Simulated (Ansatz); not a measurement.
System: ZrC (model structure, started from the WC type, P-6m2, No. 187, 2 atoms in the cell). Method: r²SCAN in Ansatz (plane waves, PAW).

Settings: plane-wave cutoff 560 eV, 24×24×18 k mesh (along the axes of the cell as run), Fermi–Dirac smearing 0.05 eV, scalar-relativistic PAW data made under PBE.

Cell (relaxed at this level):

```cif
data_CZr
_chemical_formula_sum 'Zr1 C1'
_space_group_name_H-M_alt 'P 1'
_space_group_IT_number 1
_cell_length_a 3.26987
_cell_length_b 3.26987
_cell_length_c 2.93505
_cell_angle_alpha 90.000
_cell_angle_beta 90.000
_cell_angle_gamma 120.000
loop_
_space_group_symop_operation_xyz
  'x, y, z'
loop_
_atom_site_label
_atom_site_type_symbol
_atom_site_fract_x
_atom_site_fract_y
_atom_site_fract_z
_atom_site_occupancy
Zr1 Zr 0.00000 0.00000 0.00000 1
C1 C 0.66667 0.33333 0.50000 1
```

Predict the bulk modulus B0.


bulk modulus B0: 192 GPa

The run finds no gap.

Note: the bulk modulus is −V dP/dV from two relaxed cells at ±2 % in volume; the relaxation could raise the start's symmetry but not lower it, so the cell can be a saddle point.

The computed numbers hold no vibrational or temperature effects.

A model structure was made by putting elements into a prototype or built by hand; it is no filed structure, need not be a known phase, and can be a saddle point held by its symmetry.

Ansatz is a program for electronic structure.
